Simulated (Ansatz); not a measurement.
What biaxial strain −1.67 %, plane normal [111], relaxed out of plane does to Au

Consider Au in the fcc (Cu type) structure (space group Fm-3m, No. 225; a = 4.0477 Å; relaxed with 0.1 eV smearing). Axes: x, y, z lie along the cube axes.

It is then changed as follows: biaxial strain −1.67 %, plane normal [111], relaxed out of plane (Cartesian); in-plane vectors clamped, the third vector and the atoms free.

Computed with LDA (Ansatz, a first-principles code; PAW; 420 eV plane waves; scalar-relativistic without spin-orbit coupling). k-mesh 28×28×28 (Γ-centred); smearing 0.1 eV (Fermi–Dirac).

| quantity | base | changed | shift |
|---|---|---|---|
| volume per atom | 16.58 Å³ | 16.41 Å³ | -0.17 Å³ |
| space group | Fm-3m (No. 225) | R-3m (No. 166) | – |
| energy relative to the base (free energy F) | 0 meV/atom | +6.0 meV/atom | +6.0 meV/atom |
| pressure (mean of the normal stresses, compression positive) | 0.0 GPa | 2.4 GPa | +2.4 GPa |
| band gap | zero | zero | – |
| out-of-plane strain | – | +2.37 % | – |
| ratio −ε⊥/ε∥ | – | 1.42 | – |
| mean in-plane stress (compression positive) | – | +3.6 GPa | – |

No phonon test of stability was made.
